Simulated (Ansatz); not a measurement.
Defect migration in alpha Ga2O3: O vacancy, charge state +2. The step: one O atom jumps into the vacancy from a nearby O site; the atom moves 2.46 Å along (-0.56, -0.28, 0.00) of the unit cell; the moving atom starts with neighbours Ga at 1.97, Ga at 2.03, Ga at 2.05, Ga at 2.13; O at 2.53 Å and ends with Ga at 1.97, Ga at 2.03, Ga at 2.05, Ga at 2.13; O at 2.53 Å. A PBE band in Ansatz (plane-wave PAW, the Γ point alone, 120 host sites, 23 SCF runs with any check of the saddle's order, static, no finite-size correction) gives a forward barrier of 0.66 eV. The saddle point's order was not checked, and it lies on a symmetry element of the cell, where a band can be held. The host's phase is taken as given; its stability against other phases was not computed. The charge state is imposed; whether it is stable for some Fermi level was not computed. Forms of the defect that were not tried may lie lower.

Single points at the band's start and saddle point can refine it. Rough cost of one point, in units of the band's mean SCF on the same machine:

```tsv
Level	Cost of one point
PBE, a 2×2×2 k-point mesh shifted by half a step along c	about 10
r2SCAN at 500 eV, the Γ point alone	about 2
```

Problem. Which of these move the barrier by more than 0.1 eV, and how far does each move it?

Solution. Not one does. PBE, a 2×2×2 k-point mesh shifted by half a step along c: +0.02 eV; r2SCAN at 500 eV, the Γ point alone: -0.01 eV. Each functional is compared with PBE at the same k-points.

Ansatz is a first-principles code.
